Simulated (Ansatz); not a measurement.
Ansatz (a program for electronic structure) run on LaCu2 (P6mm, 3 atoms in the cell): self-consistent single point

Method of the run: PBEsol, default PAW files made with PBE (plane waves; Ansatz).

This input was run:

Ansatz 0.2 input:
```yaml
crystal:
  lattice:
    - [4.31319100, 0.00000000, 0.00000000]
    - [-2.15659500, 3.73533200, 0.00000000]
    - [0.00000000, 0.00000000, 3.86251300]
  atoms:
    - { symbol: La, position_ang: [0.00000000, 0.00000000, 0.05000023] }
    - { symbol: Cu, position_ang: [-0.00000182, 2.49022258, 1.93125650] }
    - { symbol: Cu, position_ang: [2.15659782, 1.24510942, 1.93125650] }
basis:
  ecutwfc: 420.0 eV
kpoints:
  mp_grid:
    grid: [9, 9, 9]
hamiltonian:
  xc: pbesol
  pseudopotentials:
    kind: paw
scf:
  occupations:
    method: fermi_dirac
    width: 0.1 eV
output:
  forces: true
  eigenvalues: true
  stress: true
```

Log, with long lists cut:

```
WARN the atoms were moved onto the symmetric positions of the space group found under crystal.symmetry.tolerance 1.0e-5 (fractional …
WARN ansatz: RAYON_NUM_THREADS=1 ignored (pool sized by the plan → 1); use --threads N
Pseudopotentials: kind: paw
Pseudopotential: La, paw, valence charge 11
Pseudopotential: Cu, paw, valence charge 19
Crystal: 3 atoms, lattice volume = 62.230 Å³
Basis set: ecut = 420 eV, 1195 PW (Γ), exchange–correlation on 60×60×54 points (8 copies of the dense FFT grid, shifted against one another)
Bands: 30, of which v1, the nominal top of the filled ones, is band 25 counted from 1 (24 counted from 0)
Symmetry: 12 space group operations
Space group: P6mm (ITA 183), of the structure as read, at distance tolerance 4.0e-5 Å
k-points: 60 of 729 (time reversal used)
PAW frozen core: La, regenerated for the run's functional, and the local potential with it
PAW frozen core: Cu, regenerated for the run's functional, and the local potential with it
Initial density: superposition of atomic densities (neutral atoms: chi_scale 0, normalization atom), corrected by the library's trained network
Initial wavefunctions: pseudopotential atomic-orbital guess
Eigensolver: davidson
Functional: x = pbesol(κ = 0.804, μ = 0.12345679012345678), c = pbesol(β = 0.046)
SCF iter   1: F=—  HF=-19339.334700 eV  |F-HF|=—  |Δ(HF+E_count)|=         —  Δρ=1.67e-2  dr2=1.16e-1  ethr=1.77e-3  ⟨swp⟩=4.8  Hψ=6031  notcnv=0
all-band conjugate gradients solve this SCF's bands
preconditioner: auto → Kerker (q_TF=auto, 2.622 Å⁻¹)
SCF iter   2: F=—  HF=-19339.318684 eV  |F-HF|=—  |Δ(HF+E_count)|=   1.60e-2  Δρ=2.00e-3  dr2=1.81e-3  ethr=2.36e-4  ⟨swp⟩=2.0  Hψ=3152  notcnv=0
SCF iter   3: F=—  HF=-19339.316964 eV  |F-HF|=—  |Δ(HF+E_count)|=   1.72e-3  Δρ=1.83e-3  dr2=2.56e-3  ethr=3.70e-6  ⟨swp⟩=2.0  Hψ=3264  notcnv=0
SCF iter   4: F=—  HF=-19339.316449 eV  |F-HF|=—  |Δ(HF+E_count)|=   5.16e-4  Δρ=5.67e-4  dr2=3.57e-4  ethr=3.70e-6  ⟨swp⟩=2.1  Hψ=2266  notcnv=0
SCF iter   5: F=—  HF=-19339.316401 eV  |F-HF|=—  |Δ(HF+E_count)|=   4.79e-5  Δρ=1.62e-4  dr2=2.29e-5  ethr=7.29e-7  ⟨swp⟩=2.1  Hψ=2412  notcnv=0
SCF iter   6: F=—  HF=-19339.316402 eV  |F-HF|=—  |Δ(HF+E_count)|=   8.37e-7  Δρ=2.31e-5  dr2=5.51e-7  ethr=4.68e-8  ⟨swp⟩=2.1  Hψ=2825  notcnv=0
SCF iter   7: F=-19339.316402 eV  HF=-19339.316402 eV  |F-HF|=2.03e-9  |Δ(HF+E_count)|=   1.53e-7  Δρ=4.25e-6  dr2=9.08e-9  ethr=2.04e-10  ⟨swp⟩=6.3  Hψ=8092  notcnv=0
SCF 1 converged in 7 iterations: F = -19339.316402 eV  dr2 = 9.08e-9
SCF converged after 7 iterations
Free energy (F): -19339.316402 eV
Harris-Foulkes:  -19339.316402 eV  (|F-HF|=2.03e-9)
Internal energy: -19339.251692 eV  (E = F + TS)
E sigma→0 (E₀):  -19339.284047 eV
Entropy (-TS):   -0.064710 eV (-21.570 meV/atom)
Fermi energy:    12.759941 eV
--- Per-component energies (eV) ---
  E_band       = -901.314596
  E_kinetic    = 792.091966
  E_local      = -11000.421621  (includes V_loc(G=0)·N_el)
  E_nonlocal   = 876.280655
  E_hartree    = 4883.490360
  E_xc         = -315.262809
  E_vxc        = -376.473058  (∫ρ·V_xc dr)
  E_paw        = -8579.049041  (= ΣΔE_a)
  E_vpaw       = -959.771779  (= ΣTr[D̂ρ^β])
  E_aug_tail   = 0.000546  (compensation charges beyond the density's cutoff)
  E_ewald      = -5996.963662
  E_core_change = 0.581914  (= ΣΔE_core)
  E_smearing   = -0.064710  (= −TS)
  E_closure    = -0.000000  (closes the sum)
  Σ components = -19339.316402   (vs F -19339.316402, Δ=0.00e0)
--- Forces (eV/Å), atoms counted from 1 ---
  atom   1  La     0.00000000     0.00000000    -0.17526991
  atom   2  Cu     0.00000000     0.00000000     0.08762433
  atom   3  Cu     0.00000000    -0.00000000     0.08762433
  max |Σ_I F_I| component: 2.12e-5 eV/Å
--- Stress (GPa, compression-positive) ---
       -3.121940      -0.000000       0.000000
       -0.000000      -3.121940       0.000000
        0.000000       0.000000      -2.933178
  P = ⅓ Tr σ = -3.0590 GPa (-30.590 kbar)
  The stress holds the Pulay correction. Without it, at fixed plane waves, as pw.x and ABINIT print it: P = -3.0917 GPa
--- Band table (eV; the first three rows and the last of 60) ---
  k-point 0: bands = ["-99.7242", "-99.7142", "-57.2575", "-57.2567", "-57.2567", "-57.2474", "-57.2048", "-57.2048", "-19.8693", "-3.4453", "-3.4453", "-3.3367", "6.2956", "8.8783", "9.4875", "9.4875", "9.5375", "9.5375", "9.7090", "9.7090", [...]
  k-point 1: bands = ["-99.7242", "-99.7143", "-57.2575", "-57.2567", "-57.2567", "-57.2474", "-57.2048", "-57.2048", "-19.8633", "-3.4367", "-3.4367", "-3.4271", "6.4850", "8.9343", "9.4192", "9.4192", "9.5697", "9.5697", "9.6463", "9.6463", [...]
  k-point 2: bands = ["-99.7242", "-99.7143", "-57.2576", "-57.2567", "-57.2567", "-57.2475", "-57.2048", "-57.2048", "-19.8481", "-3.6460", "-3.4147", "-3.4147", "6.9951", "9.0818", "9.3098", "9.3098", "9.5118", "9.5118", "9.5942", "9.5942", [...]
  k-point 59: bands = ["-99.7192", "-99.7192", "-57.2618", "-57.2526", "-57.2526", "-57.2308", "-57.2308", "-57.1998", "-19.7921", "-3.9017", "-3.6164", "-3.6164", "8.7284", "8.7284", "9.0339", "9.1595", "9.7863", "9.7863", "10.0984", "10.0984", [...]
```

The run converged in 7 iterations.

The starting cell comes from a database of computed structures (which also holds hypothetical and non-ambient phases and stackings), without a prior relaxation at this level. Its lattice was rescaled by up to half a per cent. One atom was moved a little off its site on purpose. Spin polarisation is off. With a pressure of about -3 GPa the cell is away from its equilibrium volume at this level. Ansatz's pressure includes its estimate of the finite-basis (Pulay) stress.
